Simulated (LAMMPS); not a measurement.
Ni (fcc) at 200 K and zero pressure, started from the crystal, with several potentials, in cells of their own sizes.

Models:
- EAM-type CuNi.eam.alloy: classical MD, pair style eam/alloy, file CuNi.eam.alloy (LAMMPS); Onat and Durukanoglu, J Phys Cond Matt, 26, 035404 (2014)
- EAM-type NiAlH_jea.eam.alloy: classical MD, pair style eam/alloy, file NiAlH_jea.eam.alloy (LAMMPS); Moody and Baskes, Modell Sim Mater Sci Eng, 3, 289-307 (1995)
- EAM-type universal-3 set of Foiles, Baskes and Daw: classical MD, pair style eam, the elements' _u3.eam files (universal-3 set of Foiles, Baskes and Daw) (LAMMPS); Foiles et al, Phys Rev B, 33, 7983 (1986)
- MEAM MoCoNiVFeAlCr_2nn.meam: classical MD, pair style meam, file MoCoNiVFeAlCr_2nn.meam (LAMMPS); Wang, J., Kwon, H., Kim, H.S. et al. A neural network model for high entropy alloy design. npj Comput Mater 9, 60 (2023).
- SNAP Ni_Zuo_JPCA2020.quadratic.snap: MD with a machine-learned potential, pair style snap, file Ni_Zuo_JPCA2020.quadratic.snap (LAMMPS); Y. Zuo, C. Chen, X, Li, Z. Deng, Y. Chen, J. Behler, G. Csányi, A. V. Shapeev, A. P. Thompson, M. A. Wood, S. P. Ong, "Performance and Cost Assessment of Machine Learning Interatomic Potentials" J. Phys. Chem. A 124, 4, 731-745 (2020)

```tsv
potential	state	volume	first peak of g(r)	coordination number	mean phonon frequency	rough cost (ms per atom and simulated ps)
EAM-type CuNi.eam.alloy	crystal; no diffusion seen in 30 ps	11.0024 ± 0.0001 Å³/atom	2.49 Å, height 10.4	12.0 (counted to 3.02 Å)	5.9 THz	1 to 3
EAM-type NiAlH_jea.eam.alloy	crystal; no diffusion seen in 30 ps	10.9942 ± 0.0001 Å³/atom	2.49 Å, height 11.1	12.0 (counted to 2.98 Å)	6.3 THz	1 to 3
EAM-type universal-3 set of Foiles, Baskes and Daw	crystal; no diffusion seen in 30 ps	11.0005 ± 0.0001 Å³/atom	2.49 Å, height 11.3	12.0 (counted to 3.02 Å)	6.5 THz	1 to 3
MEAM MoCoNiVFeAlCr_2nn.meam	crystal; no diffusion seen in 30 ps	10.9955 ± 0.0001 Å³/atom	2.50 Å, height 11.8	12.0 (counted to 3.02 Å)	6.7 THz	10 to 30
SNAP Ni_Zuo_JPCA2020.quadratic.snap	crystal; no diffusion seen in 15 ps	10.9989 ± 0.0005 Å³/atom	2.49 Å, height 10.6	12.0 (counted to 3.02 Å)	5.9 THz	30 to 100
```

Costs are rough: whole-run CPU time with set-up and analysis, from shared machines, in bands a factor of about three wide.

States go by the mean squared displacement: a species diffuses where it passes 1.5 Å², still rises and gives D over 1e-6 cm²/s; a crystal has left its structure where atoms lie 0.35 Å off their sites on average or a cubic box changes its shape by 3 %, or the axial ratios of another lie 8 % off the starting cell's, which the potential's own relaxation can also do.

The ± values are statistical; the model's systematic error is not in them.
